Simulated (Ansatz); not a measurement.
For NaAu$_{2}$ (Fd-3m), PBEsol, DFPT electron-phonon coupling, linearised Boltzmann equation (Ansatz, an electronic-structure program) gives a transport coupling λ_tr = 0.229 and a Drude plasma energy ħω_p = 5.60 eV.

Task: Estimate the resistivity at 300 K from the high-temperature formula ρ = 2π λ_tr k_B T / (ħ ε₀ ω_p²), and say how the full Boltzmann solution compares.

Result: The scattering rate is 1/τ = 2π λ_tr k_B T/ħ = 5.65e13 s⁻¹ and ω_p = 8.51e15 s⁻¹, so ρ ≈ 8.82 μΩ·cm. The Boltzmann solution gives 8.68 μΩ·cm, 0.98 times the estimate.

A metal at this level (no band gap). Only scattering by harmonic phonons is included (no impurities, grain boundaries, electron-electron scattering or thermal expansion). Spin-orbit coupling is left out, which matters with elements this heavy. The self-energy correction of the phonons between q points moved λ by 5 %. The run warned that the eigensolver left some states short of its tolerance. Halving the electron mesh (20x20x20) moves the resistivity by up to 10 % at 300 K, the coupling by up to 4 %. Smearing 0.20 eV; phonons on a 3x3x3 q mesh, which this run doesn't test.

Formula and space group known from diffraction (Crystallography Open Database), not checked to be the room-temperature form: NaAu2 (Fd-3m).
